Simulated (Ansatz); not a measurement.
We consider AlC2N (model structure, started from the BC2N type, R3m, No. 160, 4 atoms in the cell), described by PBE (plane waves, PAW; Ansatz, a quantum-chemistry and plane-wave program).

Settings: plane-wave cutoff 520 eV, 22×22×22 k mesh, Fermi–Dirac smearing 0.05 eV, scalar-relativistic PAW data made under PBE.

Cell (relaxed at this level):

```
CELL_PARAMETERS angstrom
      1.48908     0.85972     4.79489
     -1.48908     0.85972     4.79489
      0.00000    -1.71944     4.79489
ATOMIC_POSITIONS crystal
  Al 0.00225 0.00225 0.00225
  N  0.86915 0.86915 0.86915
  C  0.48655 0.48655 0.48655
  C  0.39202 0.39202 0.39202
```

Q: What does this level give for the bulk modulus B0?

A: 
- bulk modulus B0: 155 GPa

The run finds no gap.

Note: the bulk modulus is −V dP/dV from two relaxed cells at ±2 % in volume; the relaxation could raise the start's symmetry but not lower it, so the cell can be a saddle point.

The computed numbers hold no vibrational or temperature effects.

A model structure was made by putting elements into a prototype or built by hand; it is no filed structure, need not be a known phase, and can be a saddle point held by its symmetry.
